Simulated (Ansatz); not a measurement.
Band structure of Tc (Fd-3m, 2 atoms in the cell).

```
CELL_PARAMETERS angstrom
      0.00000     2.77407     2.77407
      2.77407     0.00000     2.77407
      2.77407     2.77407     0.00000
ATOMIC_POSITIONS crystal
  Tc 0.75000 0.75000 0.75000
  Tc 0.50000 0.50000 0.50000
```

Level of theory: PBE (plane waves, PAW; Ansatz, a first-principles code).

Settings: basis.ecutwfc = 500 eV; kpoints.mp_grid.grid = 8 8 8; hamiltonian.xc = pbe; hamiltonian.pseudopotentials = {kind: paw} (the program's default PAW files); scf.occupations.method = gaussian; scf.occupations.width = 0.136 eV; kpoints.band_path.npoints = 6.

The starting cell was generated: these elements placed on a structure prototype, without a prior relaxation; it need not be a known phase or ordering of this composition. Its lattice was rescaled by a random factor within 2.5 % of one. Spin polarisation is off.

Levels in eV from the Fermi level, bands 12 to 18:
| point | 12 | 13 | 14 | 15 | 16 | 17 | 18 |
|---|---|---|---|---|---|---|---|
| Γ | -2.25 | -2.25 | -2.25 | 0.48 | 0.48 | 0.48 | 3.13 |
| X | -2.47 | -0.63 | -0.63 | -0.32 | -0.32 | 2.88 | 2.88 |
| W | -1.90 | -0.93 | -0.93 | -0.49 | -0.49 | 3.34 | 3.34 |
| K | -1.73 | -1.10 | -0.63 | -0.35 | -0.30 | 2.97 | 3.11 |
| L | -2.60 | -2.51 | -2.51 | 0.01 | 1.29 | 1.29 | 2.58 |
| U | -1.73 | -1.10 | -0.63 | -0.35 | -0.30 | 2.97 | 3.11 |

Bands cross the Fermi level along this path, so the cell is metallic at this level.

Keys are those of Ansatz 0.2.
